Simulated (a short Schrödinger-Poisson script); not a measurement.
Structure: MOS inversion layer, Al2O3 on p-type Ge(100), at 300 K.

```
layer  material  thickness (nm)  Na (cm⁻³)
-----  --------  --------------  ---------
1         Al2O3               7          -
2            Ge             250     2.8e18
```

Constants are typed, rounded textbook-type inputs, not results; the design itself was drawn at random and stands for no fabricated device. Al2O3: permittivity 9, conduction-band edge (eV) 2.65, gap (eV) 6.8, electron mass (mₑ) 0.3. Ge: permittivity 16, conduction-band edge (eV) 0, gap (eV) 0.664, Nv at 300 K (cm⁻³) 6e18.

Channel valleys (confinement mass, in-plane density-of-states mass, number): L4 0.12, 0.295, 4. At the gate the conduction-band edge of layer 1 lies 2.69 eV − eVg above the Fermi level of the channel; the field vanishes at the back. Gaps are held at their typed values at every temperature. Mesh 0.03 nm at interfaces.

From a short Schrödinger-Poisson script (our own, NumPy): 1D Poisson equation in equilibrium, electrons quantum, Hartree (BenDaniel-Duke, 12 states a valley, the channel's in-plane mass for all, wave functions free to enter the dielectric), parabolic valleys, classical holes, full ionisation, no traps, pinning or gate leakage.

The same stack at other levels of the model or other numerical settings:

| run | sheet density of all electrons at Vg = 2.3 V (cm⁻²) | sheet density of all electrons at Vg = 1.1 V (cm⁻²) | capacitance at Vg = 2.3 V (μF/cm²) | centroid of the channel electrons at Vg = 2.3 V (nm) | rough cost against the base |
|---|---|---|---|---|---|
| base | 7.45e12 | 4.23e11 | 1.01 | 1.84 | about 1 |
| electrons treated as classical, Boltzmann | [?] | 1.58e12 | 1.11 | [?] | 0.03 |
| electrons treated as classical, Fermi-Dirac | 8.80e12 | 1.45e12 | 1.05 | [?] | 0.2 |
| mesh six times as coarse | 7.42e12 | 4.10e11 | 1.01 | 1.85 | 0.2 |
| one subband a valley | 7.45e12 | 4.22e11 | 1.01 | 1.84 | 0.5 |

Problem. Some entries are withheld; supply them.

Solution. 
- electrons treated as classical, Boltzmann, sheet density of all electrons at Vg = 2.3 V (cm⁻²): 9.53e12
- electrons treated as classical, Boltzmann, centroid of the channel electrons at Vg = 2.3 V (nm): 0.31
- electrons treated as classical, Fermi-Dirac, centroid of the channel electrons at Vg = 2.3 V (nm): 0.60

The classical rows ignore confinement, and Boltzmann statistics overrate the density once the band edge passes the Fermi level.

Only the L valleys are kept; under strong confinement the Δ valleys of Ge fill too.
